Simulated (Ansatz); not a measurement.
Start from LiH in the rock salt structure (space group Fm-3m, No. 225).

```
LiH
1.0
    0.00000     2.00356     2.00356
    2.00356     0.00000     2.00356
    2.00356     2.00356     0.00000
H Li
1 1
Direct
  0.00000   0.00000   0.00000
  0.50000   0.50000   0.50000
```

The values are results of Kohn–Sham DFT with the PBE functional, run in Ansatz (a program for electronic structure) with PAW and 420 eV plane waves, without spin-orbit coupling, not measurements.

For the base:

The lattice parameter a comes out as 4.007 Å.

One thing is altered: cell and atoms relaxed at a pressure of 3 GPa.

Problem. What does the calculation give for the lattice parameter a after the change?

Solution. The lattice parameter a falls by 0.0965 Å to 3.911 Å.

Load acts through the strain it causes; cell and atoms are relaxed under it. No phonon test of stability was made.
